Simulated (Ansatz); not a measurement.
## A computed series for AlV2C: pressure series

Start from AlV₂C (space group P6_3/mmc, No. 194).

```yaml
crystal:
  lattice:
    - [2.87767, 0.00000, 0.00000]
    - [-1.43883, 2.49214, 0.00000]
    - [0.00000, 0.00000, 13.02516]
  atoms:
    - { symbol: Al, position: [0.33333, 0.66667, 0.75000] }
    - { symbol: Al, position: [0.66667, 0.33333, 0.25000] }
    - { symbol: V, position: [0.33333, 0.66667, 0.08526] }
    - { symbol: V, position: [0.66667, 0.33333, 0.58526] }
    - { symbol: V, position: [0.66667, 0.33333, 0.91474] }
    - { symbol: V, position: [0.33333, 0.66667, 0.41474] }
    - { symbol: C, position: [0.00000, 0.00000, 0.00000] }
    - { symbol: C, position: [0.00000, 0.00000, 0.50000] }
```

Cell and atoms are relaxed at each pressure.

Calculations: PBEsol/PAW in Ansatz (a first-principles code), without spin-orbit coupling.

| P (GPa) | V (Å³/atom) |
|---|---|
| -1.99 | 11.808 |
| -0.99 | 11.742 |
| 3.00 | 11.494 |
| 7.00 | 11.272 |
| 15.00 | 10.888 |
| 30.00 | 10.311 |
| 50.00 | 9.724 |
| 75.00 | 9.161 |
| 100.00 | 8.717 |

Q: Fit a third-order Birch–Murnaghan equation of state.

A: Least squares on P(V) = (3B₀/2)[(V₀/V)^(7/3) − (V₀/V)^(5/3)]·[1 + (3/4)(B₀′ − 4)((V₀/V)^(2/3) − 1)] gives V₀ = 11.68 Å³/atom, B₀ = 187 GPa and B₀′ = 4.1.

Load acts through the strain it causes; cell and atoms are relaxed under it. No phonon test of stability was made. Competing high-pressure phases were not computed. Seeded moments were not kept for the base. All final runs are without spin polarisation.
